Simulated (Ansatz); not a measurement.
CsCl-type CoGa was calculated with r²SCAN+rVV10 (Ansatz, a program for electronic structure, plane waves, PAW).

Numerical settings: plane-wave cutoff 560 eV, 20×20×20 k mesh, Fermi–Dirac smearing 0.05 eV, no spin polarisation, scalar-relativistic PAW data made under PBE.

Pressure at four volumes; x = ln(V/11.397 Å³). One pressure is withheld.

```csv
V (Å³/atom),x,P (GPa)
10.713,-0.0619,?
10.941,-0.0408,9.33
11.397,0.0000,0.01
12.080,0.0582,-10.58
```

Problem. Pass a parabola P(x) through the three rows shown, estimate the bulk modulus and its pressure derivative near zero pressure, and predict the withheld pressure.

Solution. Slopes between the rows: (0.01 − (9.33))/(0.0000 − (-0.0408)) = -228.43 and (-10.58 − (0.01))/(0.0582 − (0.0000)) = -181.96 GPa. Their difference over the span 0.0990 is c = 46.47/0.0990 = 469.4 GPa, so P(x) = 9.33 + (-228.43)(x − (-0.0408)) + 469.4 (x − (-0.0408))(x − (0.0000)). At the middle row B = −dP/dx = −[-228.43 + 469.4 × 0.0408] = 209.3 GPa, and B′ = dB/dP = 2c/B = 4.5. At x = -0.0619 the parabola gives 14.76 GPa; the run gives 14.84 GPa. The Birch–Murnaghan fit to the energies at all volumes has B0 = 208 GPa and B′ = 4.6.
